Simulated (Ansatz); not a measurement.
The reference is Be in the hcp (Mg type) structure (space group P6_3/mmc, No. 194; a = 2.2637 Å, c = 3.5639 Å).

All numbers come from plane-wave PAW DFT at the r2SCAN level (Ansatz, a first-principles code, 500 eV), spin-orbit coupling left out.

Before the change:

| Property | Value |
|---|---|
| Lattice parameter a | 226.4 pm |

It is then changed as follows: cell and atoms relaxed at a pressure of 30 GPa.

**Question.** What does the calculation give for the lattice parameter a after the change?

**Answer.** The lattice parameter a drops by 13.65 pm (226.4 pm → 212.7 pm).

Load acts through the strain it causes; cell and atoms are relaxed under it. Whether these cells are dynamically stable was not tested. Competing high-pressure phases were not computed.
